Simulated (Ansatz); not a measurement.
**Spinel Fe₂NiO₄ (cell taken from a computed entry)**

Calculation: r²SCAN (Ansatz, a program for electronic structure, plane waves, PAW).

Numerical settings: plane-wave cutoff 500 eV, 8×8×8 k mesh, Fermi–Dirac smearing 0.05 eV, spin-polarised start, scalar-relativistic PAW data made under PBE.

Cell (relaxed at this level):

Space group Fd-3m, origin choice 1 (No. 227); a = 8.3430 Å, b = 8.3430 Å, c = 8.3430 Å, α = 90.00°, β = 90.00°, γ = 90.00°

| atom | site | symmetry | x | y | z |
|---|---|---|---|---|---|
| Fe | 16c | .-3m | 0.1250 | 0.1250 | 0.1250 |
| Ni | 8b | -43m | 0.5000 | 0.5000 | 0.5000 |
| O | 32e | .3m | 0.3678 | 0.3678 | 0.3678 |
(The calculation used a cell of 14 atoms; values per cell refer to that cell.)

For spinel Fe₂NiO₄ (cell taken from a computed entry), the equilibrium volume per atom is 10.37 Å³/atom.

Note: the magnetic order was assumed, not searched for or taken from measurement; the relaxation could not lower the start's symmetry, so the cell can be a saddle point above a distorted one.

The computed numbers hold no vibrational or temperature effects.
